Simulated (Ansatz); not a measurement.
Worked example: zone-centre phonon calculation of MgZrF₆ (Fm-3m, 8 atoms in the cell) in Ansatz (a quantum-chemistry and plane-wave program).

Method of the run: LDA (PW92), default PAW files made with PBE (plane waves; Ansatz).

```
CELL_PARAMETERS angstrom
      0.00000     4.00795     4.00795
      4.00795     0.00000     4.00795
      4.00795     4.00795     0.00000
ATOMIC_POSITIONS crystal
  Mg 0.50000 0.50000 0.50000
  Zr 0.00000 0.00000 0.00000
  F  0.74762 0.25238 0.25238
  F  0.25238 0.74762 0.74762
  F  0.25238 0.74762 0.25238
  F  0.74762 0.25238 0.74762
  F  0.25238 0.25238 0.74762
  F  0.74762 0.74762 0.25238
```

Reference input (self-consistent single point, DFT, LDA (PW92), plane waves, default PAW files made with PBE): basis.ecutwfc = 420 eV; kpoints.mp_grid.grid = 6 6 6; hamiltonian.xc = lda; hamiltonian.pseudopotentials = {kind: paw} (the program's default PAW files); scf.occupations.method = fixed. This run's input differs from it in these lines:

```diff
@@ -27,6 +27,8 @@
     method: fixed
-output:
-  forces: true
-  eigenvalues: true
-  stress: true
+  convergence:
+    dr2_threshold: 1.0e-07 eV
+phonons:
+  method: dfpt
+  dielectric: true
+  rigid_motions: translations
```

The program printed (abridged):

```
SCF iter   1: F=—  HF=-10754.370610 eV  |F-HF|=—  |Δ(HF+E_count)|=         —  Δρ=1.80e-2  dr2=3.01e-1  ethr=1.77e-3  ⟨swp⟩=4.3  Hψ=9253  notcnv=0  defer=333
all-band conjugate gradients solve this SCF's bands
preconditioner: auto → Resta (q_TF=auto, 2.428 Å⁻¹)
SCF iter   2: F=—  HF=-10754.290101 eV  |F-HF|=—  |Δ(HF+E_count)|=   8.05e-2  Δρ=5.56e-3  dr2=1.74e-2  ethr=4.70e-4  ⟨swp⟩=2.0  Hψ=5030  notcnv=0  defer=340
   [... lines left out ...]
SCF iter   4: F=—  HF=-10754.283647 eV  |F-HF|=—  |Δ(HF+E_count)|=   9.04e-4  Δρ=3.22e-4  dr2=7.34e-5  ethr=4.17e-6  ⟨swp⟩=2.2  Hψ=4171  notcnv=0  defer=392
SCF iter   5: F=—  HF=-10754.283639 eV  |F-HF|=—  |Δ(HF+E_count)|=   7.31e-6  Δρ=3.93e-5  dr2=2.52e-6  ethr=1.15e-7  ⟨swp⟩=2.2  Hψ=3874  notcnv=0  defer=202
SCF iter   6: F=—  HF=-10754.283642 eV  |F-HF|=—  |Δ(HF+E_count)|=   2.19e-6  Δρ=1.41e-5  dr2=3.34e-7  ethr=3.94e-9  ⟨swp⟩=2.2  Hψ=4522  notcnv=0  defer=207
SCF iter   7: F=-10754.283642 eV  HF=-10754.283642 eV  |F-HF|=4.64e-8  |Δ(HF+E_count)|=   6.76e-7  Δρ=3.42e-6  dr2=2.27e-8  ethr=1.56e-10  ⟨swp⟩=14.7  Hψ=20345  notcnv=0
SCF 1 converged in 7 iterations: F = -10754.283642 eV  dr2 = 2.27e-8
DFPT response loops at Γ: preconditioner auto → none (the input reference at scf.mixing.eps_inf says where Resta's filter doesn't serve); β = 0.50 …
Free energy (F): -10754.283642 eV
Internal energy: -10754.283642 eV  (E = F + TS)
E sigma→0 (E₀):  -10754.283642 eV
Fermi energy:    -0.702899 eV
--- Phonons (Γ-DFPT): 4 representative perturbations + reference, on 68 of 216 k-points (Σ response iterations 20) ---
  k mesh reduced under 2 symmetry operations, with k and −k counted as one. Each operation leaves every solved perturbation unchanged …
  ASR residual: 1.843e-3 → 0.000e0 eV/Å²; symmetrization residual: 5.205e-7 eV/Å²
   [... lines left out ...]
  k-mesh period / interband length: 34.0 Å / 0.88 Å = 38.77 at k = (0.0000, 0.0000, 0.0000), direct gap 6.716 eV — 14 or more, which is no proof of convergence
   [... lines left out ...]
         81.36      3             0.0000
        149.31      3             0.0000
        211.26      2            11.4796
   [... 8 lines left out ...]
  optical modes at Γ + LO–TO along q̂ = [0.0000, 0.0000, 1.0000]:
      ω (cm⁻¹)  modes    IR ((D/Å)²/amu)
         81.36      3             0.0000
        149.31      3             0.0000
        211.26      2            11.4796
   [... 8 lines left out ...]
```

The run converged in 7 iterations. 

Summary of the result:
```
Item                                                                                                                                                                                              Value
----------------------------------------------------------------------------------------  -------------------------------------------------------------------------------------------------------------
Free energy E − TS (on the zero of these files)                                                                                                                                          -10754.2836 eV
Top of the valence band (on the code's own zero)                                                                                                                                               -0.70 eV
Gap on the k-point mesh                                                                                                                                                                         6.72 eV
Zone-centre frequencies (cm⁻¹; negative means imaginary)                                  0, 0, 0, 81, 81, 81, 149, 149, 149, 211, 211, 211, 247, 247, 247, 354, 354, 354, 458, 458, 488, 488, 488, 616
ε∞ at this k-point mesh, which may be far from converged in small-gap cells (xx, yy, zz)                                                                                               2.05, 2.05, 2.05
Born charges at this mesh (mean of the diagonal, e)                                                                              Mg 2.42, Zr 4.36, F -1.13, F -1.13, F -1.13, F -1.13, F -1.13, F -1.13
```

The starting cell comes from a database of computed structures (which also holds hypothetical and non-ambient phases and stackings), without a prior relaxation at this level. Its lattice was rescaled by up to half a per cent. The frequencies listed for the zone centre hold no LO-TO term.

Cost on one core of a shared machine: roughly 5 min.

Keys are those of Ansatz 0.2.
